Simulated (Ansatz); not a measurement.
## K: response to strain

Consider K in the bcc (W type) structure (space group Im-3m, No. 229; a = 5.288 Å; relaxed with 0.1 eV smearing).

Strains are applied to the cell and any free atomic positions relax.

Method: PBE in Ansatz (plane waves to 420 eV, PAW, scalar-relativistic without spin-orbit coupling).

Candidates:
(a) isotropic strain −2.50 %
(b) isotropic strain +1.50 %
(c) isotropic strain +1.00 %
(d) isotropic strain −2.00 %
(e) isotropic strain +2.50 %

Notes on the quantities. energy relative to the base: free energy F.

Task: Order them by energy relative to the base, lowest first.

Result: (c) isotropic strain +1.00 % (+0.7 meV/atom), (b) isotropic strain +1.50 % (+1.6 meV/atom), (d) isotropic strain −2.00 % (+3.1 meV/atom), (e) isotropic strain +2.50 % (+4.3 meV/atom), (a) isotropic strain −2.50 % (+4.9 meV/atom)

Stability against distortions was not tested.

Ansatz is a program for electronic structure.
